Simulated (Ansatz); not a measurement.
Take Na in the bcc (W type) structure (space group Im-3m, No. 229) as the base.

```yaml
crystal:
  lattice:
    - [-2.08537, 2.08537, 2.08537]
    - [2.08537, -2.08537, 2.08537]
    - [2.08537, 2.08537, -2.08537]
  atoms:
    - { symbol: Na, position: [0.00000, 0.00000, 0.00000] }
```

Cartesian axes are those of the cell as printed.

All numbers come from plane-wave PAW DFT at the PBEsol level (Ansatz, a quantum-chemistry and plane-wave program, 420 eV), no SOC.

For the base:

The pressure comes out as 0.0 GPa.

Now apply this change: strain tensor (xx, yy, zz, yz, xz, xy) = (−0.70, +2.14, −1.31, −0.28, +1.57, −0.62) %; the atoms relax in the strained cell.

Question: Predict the new energy relative to the base and pressure.

Answer: The energy grows by 0.9 meV/atom; the pressure (mean of the normal stresses, compression positive) stays 0.0 GPa.

Without a gap, meshes like the base's 16×16×16 leave anisotropic stresses uncertain by several tenths of a GPa, and small strain energies with them. Stability against distortions was not tested.
